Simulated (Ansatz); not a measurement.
Start from ZnO in the wurtzite structure (space group P6_3mc, No. 186; a = 3.235 Å, c = 5.211 Å).

Method: Ansatz (a first-principles code), r2SCAN, PAW, cutoff 500 eV, no spin-orbit coupling.

Its conduction minimum is a single valley at Γ with mass 0.19 mₑ.

Perturbation: 0.331 electrons added to each cell, a density of 7.0×10^21 cm⁻³, with a uniform compensating background at fixed cell and a 300 K Fermi–Dirac width.

**Question.** Where would a parabolic band put the Fermi level, and where does the calculation put it?

**Answer.** k_F = (3π²n)^(1/3) = 0.592 Å⁻¹, so ħ²k_F²/2m = 7.0 eV above the band edge at zero temperature. The calculation gives 2.75 eV (to 0.05 eV): the band is strongly non-parabolic or higher valleys fill at this density.

Carriers are added with a uniform compensating background; total energy and stress of such cells depend on the potential's zero and are not compared; many-body gap narrowing is missing at this level. The levels and masses belong to the bands next to the band gap. Masses are band curvatures over ±0.01 Å⁻¹ around the edge. No phonon test of stability was made.
